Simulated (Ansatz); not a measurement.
Start from YN in the rock salt structure (space group Fm-3m, No. 225; a = 4.8562 Å).

It is then changed as follows: every lattice vector is stretched by 4.92 %, atoms relaxed at fixed cell.

Levels (all Ansatz, a first-principles code, PAW): PBEsol (420 eV, scalar-relativistic without spin-orbit coupling); r2SCAN (500 eV, no spin-orbit coupling).

The geometry is relaxed with PBEsol.

| Item | Value |
|---|---|
| PBEsol pressure | -18.18 GPa |
| PBEsol hole mass | 0.16, 1.0, 1.0 mₑ (at Γ) |
| PBEsol lowest conduction level above the VBM at special points | X 0.30 eV; K 2.28 eV; U 2.28 eV; Γ 2.90 eV |

Task: What does r2SCAN give at this geometry for the pressure, hole mass and lowest conduction level above the VBM at special points?

Result: The pressure rises by 2.38 GPa, from -18.18 GPa to -15.80 GPa; the hole mass (degenerate bands, along [100]) changes from 0.16, 1.0, 1.0 mₑ (at Γ) to 0.17, 1.1, 1.1 mₑ (at Γ); the lowest conduction level above the VBM at special points changes from X 0.30 eV; K 2.28 eV; U 2.28 eV; Γ 2.90 eV to X 0.75 eV; K 2.72 eV; U 2.72 eV; Γ 3.34 eV.

Single points use the geometry relaxed with PBEsol. Their cutoffs differ, which shifts pressures a little. The levels and masses belong to the bands next to the band gap. The cells carry an imposed strain or load. Effective masses come from finite differences of ±0.01 Å⁻¹. No phonon test of stability was made. The base started in P3_121 and relaxed to Fm-3m at this level.
